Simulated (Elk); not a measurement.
## Worked example: self-consistent single point of KTaO3 (Pm-3m, 5 atoms in the cell) in Elk

Method of the run: PBE, all-electron FP-LAPW, Elk's shipped species files, default APW+lo basis (Elk).

The input file:

```
tasks
  0

xctype
  20

rgkmax
  7.0

stype
  0

swidth
  0.0001

avec
    7.7039882217    0.0000000000    0.0000000000
    0.0000000000    7.7039882217    0.0000000000
    0.0000000000    0.0000000000    7.7039882217

sppath
  './'

atoms
  3   : nspecies
  'K.in'   : spfname
  1   : natoms; atposl, bfcmt below
  0.5000000000  0.5000000000  0.5000000000    0.0 0.0 0.0
  'Ta.in'   : spfname
  1   : natoms; atposl, bfcmt below
  0.0000000000  0.0000000000  0.0000000000    0.0 0.0 0.0
  'O.in'   : spfname
  3   : natoms; atposl, bfcmt below
  0.0000000000  0.5000000000  0.0000000000    0.0 0.0 0.0
  0.5000000000  0.0000000000  0.0000000000    0.0 0.0 0.0
  0.0000000000  0.0000000000  0.5000000000    0.0 0.0 0.0

ngridk
  6 6 6
```

Output, abridged:

```
│ Elk code version 10.2.4 │

All units are atomic (Hartree, Bohr, etc.)

│ Ground-state run starting from atomic densities │

Lattice vectors :
   7.703988222       0.000000000       0.000000000
   0.000000000       7.703988222       0.000000000
   0.000000000       0.000000000       7.703988222

Unit cell volume      :    457.2427525
Brillouin zone volume :   0.5424912961

Muffin-tin inner radius fraction :   0.1000000000E-01

Nuclei treated as point charges

Species :    1 (K)
 parameters loaded from : K.in
 name : potassium
 nuclear charge    :   -19.00000000
 electronic charge :    19.00000000
 atomic mass :    71271.84084
 muffin-tin radius :    2.400000000
 number of radial points in muffin-tin :    497
 atomic positions (lattice), magnetic fields (Cartesian) :
   1 :   0.00000000  0.00000000  0.00000000    0.00000000  0.00000000  0.00000000

Species :    2 (Ta)
 parameters loaded from : Ta.in
 name : tantalum
 nuclear charge    :   -73.00000000
 electronic charge :    73.00000000
 atomic mass :    329847.8433
 muffin-tin radius :    2.314257285
 number of radial points in muffin-tin :    697
 atomic positions (lattice), magnetic fields (Cartesian) :
   1 :   0.50000000  0.50000000  0.50000000    0.00000000  0.00000000  0.00000000

Species :    3 (O)
 parameters loaded from : O.in
 name : oxygen
 nuclear charge    :   -8.000000000
 electronic charge :    8.000000000
 atomic mass :    29165.12202
 muffin-tin radius :    1.487736826
 number of radial points in muffin-tin :    297
 atomic positions (lattice), magnetic fields (Cartesian) :
   1 :   0.50000000  0.00000000  0.50000000    0.00000000  0.00000000  0.00000000
   2 :   0.00000000  0.50000000  0.50000000    0.00000000  0.00000000  0.00000000
   3 :   0.50000000  0.50000000  0.00000000    0.00000000  0.00000000  0.00000000

Total number of atoms per unit cell :    5

Spin treatment :
 spin-unpolarised

Number of Bravais lattice symmetries :   48
   [... lines left out ...]
Maximum |G| for potential and density :    12.00000000
 potential will be trimmed for |G| > 2 gkmax
Constant for pseudocharge density :    7
Radial integration step length :    4

G-vector grid sizes :     30    30    30
Number of G-vectors :    13301

Maximum angular momentum used for
 APW functions                      :    8
 outer part of muffin-tin           :    6
 inner part of muffin-tin           :    1

Total nuclear charge    :   -116.0000000
Total core charge       :    62.00000000
Total valence charge    :    54.00000000
Total excess charge     :    0.000000000
Total electronic charge :    116.0000000

Effective Wigner radius, rₛ :   0.9799413355

Number of empty states         :   20
Total number of valence states :   47
Total number of core states    :   62

Total number of local-orbitals :   50

Exchange-correlation functional :     20     0     0
 Perdew-Burke-Ernzerhof, Phys. Rev. Lett. 77, 3865 (1996)
 gradient requirement :    1
 generalised gradient approximation (GGA)

Smearing type :    0
 Gaussian
Smearing width :   0.1000000000E-03
Effective electronic temperature (K) :    31.57750248

Mixing type :    3
 Broyden mixing, J. Phys. A: Math. Gen. 17, L317 (1984)

Kohn-Sham potential initialised from atomic data
│ Self-consistent loop started │
│ Loop number : 1 │
 total energy                :     -16438.4082501
│ Loop number : 2 │
 total energy                :     -16439.1126194
RMS change in Kohn-Sham potential (target) :    1.370611469     (  0.1000000000E-05)
Absolute change in total energy (target)   :   0.7043693391     (  0.1000000000E-03)
│ Loop number : 3 │
 total energy                :     -16438.8611843
RMS change in Kohn-Sham potential (target) :    1.342795432     (  0.1000000000E-05)
Absolute change in total energy (target)   :   0.7534277295E-01 (  0.1000000000E-03)
│ Loop number : 4 │
 total energy                :     -16450.3569006
RMS change in Kohn-Sham potential (target) :   0.6012667557     (  0.1000000000E-05)
Absolute change in total energy (target)   :    11.47688056     (  0.1000000000E-03)
│ Loop number : 5 │
 total energy                :     -16454.8283106
RMS change in Kohn-Sham potential (target) :   0.2075034017     (  0.1000000000E-05)
Absolute change in total energy (target)   :    7.340630166     (  0.1000000000E-03)
   [... lines left out ...]
Absolute change in total energy (target)   :   0.1661049064E-02 (  0.1000000000E-03)
│ Loop number : 13 │
 total energy                :     -16454.4822782
RMS change in Kohn-Sham potential (target) :   0.7263433892E-05 (  0.1000000000E-05)
Absolute change in total energy (target)   :   0.4032838260E-03 (  0.1000000000E-03)
│ Loop number : 14 │
 total energy                :     -16454.4823801
RMS change in Kohn-Sham potential (target) :   0.3239210205E-05 (  0.1000000000E-05)
Absolute change in total energy (target)   :   0.2027738046E-03 (  0.1000000000E-03)
│ Loop number : 15 │
 total energy                :     -16454.4821953
RMS change in Kohn-Sham potential (target) :   0.7015227774E-06 (  0.1000000000E-05)
Absolute change in total energy (target)   :   0.1341388815E-03 (  0.1000000000E-03)
│ Loop number : 16 │
 total energy                :     -16454.4821642
RMS change in Kohn-Sham potential (target) :   0.3676734240E-06 (  0.1000000000E-05)
Absolute change in total energy (target)   :   0.6465028127E-04 (  0.1000000000E-03)
Convergence targets achieved

│ Loop number : 17 │

Energies :
 Fermi                       :     0.180133603558
 sum of eigenvalues          :     -10031.2537116
 electron kinetic            :      18373.0906650
 core electron kinetic       :      17699.0982802
 Coulomb                     :     -34450.6738603
 Coulomb potential           :     -27912.4608241
 nuclear-nuclear             :     -1137.04235503
 electron-nuclear            :     -38714.8021865
 Hartree                     :      5401.17068117
 Madelung                    :     -20494.4434483
 xc potential                :     -491.883552452
 exchange                    :     -370.953413535
 correlation                 :     -5.94552816361
 total energy                :     -16454.4821371

Density of states at Fermi energy :   0.8425361338E-05
 (states/Hartree/unit cell)

Estimated indirect band gap :   0.7538977500E-01
 from k-point     20 to k-point      1
Estimated direct band gap   :   0.9922645075E-01
 at k-point      1

Charges :
 core                        :    62.00000000
 valence                     :    54.00000000
 interstitial                :    7.879394158
 muffin-tins (core leakage)
  species :    1 (K)
   atom    1                 :    17.64285549     (  0.1147144584E-06)
  species :    2 (Ta)
   atom    1                 :    70.04572932     (  0.7923874783E-05)
  species :    3 (O)
   atom    1                 :    6.810673679     (  0.4158780929E-06)
   atom    2                 :    6.810673679     (  0.4158780929E-06)
   atom    3                 :    6.810673679     (  0.4158780929E-06)
 total in muffin-tins        :    108.1206058
 total calculated charge     :    116.0062959
 total charge                :    116.0000000
 error                       :   0.6295939505E-02

│ Self-consistent loop stopped │
```

The run converged in 17 iterations. The count includes the last loop, which Elk runs after its targets are met.

The starting cell comes from a database of computed structures (which also holds hypothetical and non-ambient phases and stackings), without a prior relaxation at this level. Its lattice was rescaled by a random factor within 2.5 % of one. Spin-orbit coupling is off. Values depend on the basis (sphere radii, cutoffs, local orbitals), which need not be converged.
